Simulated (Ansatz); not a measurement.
Take AlN in the zinc blende structure (space group F-43m, No. 216; a = 4.370 Å) as the base.

Method: Ansatz (a program for electronic structure) r2SCAN, without spin-orbit coupling.

Before the change:

| Property | Result |
|---|---|
| Smallest direct gap | 4.84 eV |
| Electron mass | 0.51 mₑ along k, 0.33 mₑ across (at X) |
| Shortest interatomic distance | 1.892 Å |

Modification: cell and atoms relaxed at a pressure of 2.1 GPa.

### Question
Predict the new smallest direct gap, electron mass and shortest interatomic distance.

### Answer
The smallest direct gap goes up by 0.09 eV (4.84 eV → 4.93 eV); the electron mass stays 0.51 mₑ along k, 0.33 mₑ across (at X); the shortest interatomic distance decreases by 0.006 Å, from 1.892 Å to 1.886 Å.

Load acts through the strain it causes; cell and atoms are relaxed under it. Effective masses come from finite differences of ±0.01 Å⁻¹. Along k means along the line from Γ to the band edge. Stability against distortions was not tested. Tetrahedral semiconductors of this kind turn to denser phases somewhere between about 1 and 50 GPa; those were not computed, so compressed cells here can lie past the real transition. This is not the structure that AlN has at room temperature and ambient pressure.
